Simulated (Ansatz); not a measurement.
Cell and atoms of amorphous Ga$_{24}$O$_{39}$Al$_{2}$:

```xyz
65
Lattice="9.4819 -0.0543 -0.0634 -0.0543 9.3547 0.0136 -0.0634 0.0136 9.0486" Properties=species:S:1:pos:R:3 pbc="T T T"
Ga     7.6285     0.7032     0.7300
Ga     4.9935     0.9077     2.8486
Ga     5.2258     7.3580     7.2787
Ga     3.6739     3.0122     5.1124
Ga     5.4679     1.6780     7.3603
Ga     9.1807     4.5815     4.0686
Ga     1.5788     5.5104     1.4962
Ga     0.8154     1.2858     4.9659
Ga     1.1588     4.8467     7.1766
Ga     0.9021     2.2874     2.2545
Ga     4.1901     9.0770     0.3462
Ga     5.7358     6.0874     0.9556
Ga     6.3151     7.2468     4.4419
Ga     0.9079     8.3002     8.7711
Ga     3.3110     5.9618     4.6769
Ga     4.0064     4.5504     8.2902
Ga     7.5494     0.5342     3.7537
Ga     8.7161     2.8914     8.3390
Ga     6.3153     3.4642     4.3714
Ga     2.3764     1.7128     7.6076
Ga     0.4891     7.4009     5.4029
Ga     8.1878     7.0379     2.3133
Ga     8.0111     6.3197     7.8494
Ga     8.2846    -0.0198     6.7917
O      2.0975     7.5683     4.3617
O      7.1247     7.6860     6.7822
O      0.4793     2.9528     3.9731
O      3.6346     9.0002     2.1944
O      2.5196     1.6564     5.7349
O      6.6319     2.0990     3.1382
O      8.0856     9.0101     2.2111
O      5.8596     9.0840     4.1365
O      4.6684     4.3982     4.0305
O      1.3062     7.5297     1.4237
O      5.3903     2.5008     5.7298
O      5.7314     0.7515     1.0127
O      3.9661     2.6282     8.0981
O      0.5758     9.1172     6.1944
O      0.7069     5.5187     5.4401
O      4.7913     9.2948     7.5135
O      7.5198     4.7096     4.7825
O      2.2499     5.3172     8.6751
O      0.3696     6.9580     7.5578
O      1.1687     0.6133     3.1623
O      8.7737     9.1956     8.6011
O      2.0624     3.5201     1.5557
O      8.3041     1.1896     5.3112
O      4.7714     6.9088     5.4692
O      7.2737     1.6865     7.9157
O      2.8759     5.5230     2.8685
O      2.3517     0.2240     8.7194
O      9.3579     5.4642     2.3920
O      8.8597     2.2171     1.0379
O      5.6001     5.4903     7.8285
O      4.5625     7.2954     0.0616
O      3.0203     4.6044     6.1380
O      0.8912     2.8344     7.5261
O      8.7133     4.6168     7.7665
O      6.3586     6.5191     2.7198
O      4.7704     4.4628     1.0814
O      3.7245     2.2628     3.2361
O      8.3146     7.4852     4.2964
O      7.5253     6.6508     0.5184
Al     2.0758     8.4781     2.8105
Al     3.7146     3.9355     2.4433
```

Method: PBE, scalar-relativistic without spin-orbit coupling (plane waves to 420 eV, PAW; Ansatz, a first-principles code).

The cell was made by melting and quenching with the CHGNet potential and then relaxed with DFT. O atoms were pushed apart under 1.9 Å during the dynamics, to hinder bonds among them. The hot cell started wider than the set density and was brought back towards it in steps. It is the lowest in DFT energy of 2 quenches. It is a model cell: composition and starting density were chosen by hand, and all elements were melted together. No dispersion term was used. Its density started from a set value of 4.87 and ended at 4.86 g/cm³. Cooling (nominally 330 K/ps over its main leg) ran many orders faster than in experiment, which tends to leave more defects and strain. One small periodic cell is one sample of the glass; other quenches scatter about these values. The volume was held where the preparation left it and the shape relaxed, at a PBE pressure of -0.7 GPa (tension). Stress components on the final sampling reach 1.0 GPa. Cycles of charging lowered its energy after that relaxation.

Bonds are counted up to Ga-Ga 2.68 Å, Ga-O 2.40 Å, Ga-Al 2.67 Å, O-O 1.58 Å, O-Al 2.24 Å, Al-Al 2.66 Å. Two cations that share two anions don't count as bonded, nor two that share one unless they lie closer than Ga-Ga 2.61 Å, Ga-Al 2.60 Å, Al-Al 2.59 Å.

Task: Give the coordination numbers, mean bond lengths and angles.

Result: 
| Property | Value |
|---|---|
| Mean coordination of Ga by anions | 4.62 (10 with 4, 13 with 5, 1 with 6) |
| Mean coordination of O | 3.08 (1 with 2, 34 with 3, 4 with 4) |
| Mean coordination of Al by anions | 4.50 (1 with 4, 1 with 5) |
| Mean Ga-O bond | 1.949 Å (spread 0.100 Å, 111 counted) |
| Mean O-Al bond | 1.838 Å (spread 0.050 Å, 9 counted) |
| Bond angle at Ga | mean 106.8°, spread 23.3° |
| Bond angle at O | mean 113.9°, spread 16.2° |
| Bond angle at Al | mean 106.9°, spread 18.1° |

Task: List the pairs of like atoms that count as bonded by the rules above.

Result: There are none by these rules.
